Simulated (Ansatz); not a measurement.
Structures of equal composition on the (0001) surface of wurtzite ZnO (Zn plane on top): 2x2 Al adatom at H3; 2x2 Al adatom at T4. The slabs share one bottom face, and each structure is named by its start. These are constructed structures in small cells; real faces may alloy, dewet or reconstruct in larger ones, and not all known structures of the face are among them. Slabs of about 14 Å with all that they carry, Fermi-Dirac smearing of 0.025 eV. Bottom of the slabs: H caps. Relaxed from the named starts with such symmetry as they have, on meshes of like density; energies extrapolated to zero smearing; no spin-orbit coupling, no U. Spin-polarised runs, if any, are marked in brackets, and their order is one that fits the cell; the others ran without spin. Where a second, spin-polarised start was run, the lower counts.

Host crystal: wurtzite ZnO, with a band gap (PBE, scalar-relativistic without spin-orbit coupling).

Computed with r2SCAN, at the PBE geometry (plane waves to 500 eV, PAW; Ansatz, a first-principles code).

Rank these by energy per 1x1 cell (lowest first), as r2SCAN, at the PBE geometry gives it.

2x2 Al adatom at T4 (0.000 eV (1 Al–O bonds formed; 1 O–Zn bonds broke) [spin, 0.9 μB a cell], no gap over 0.04 eV on the mesh), 2x2 Al adatom at H3 (0.128 eV [spin, 1.1 μB a cell], no gap over 0.04 eV on the mesh)
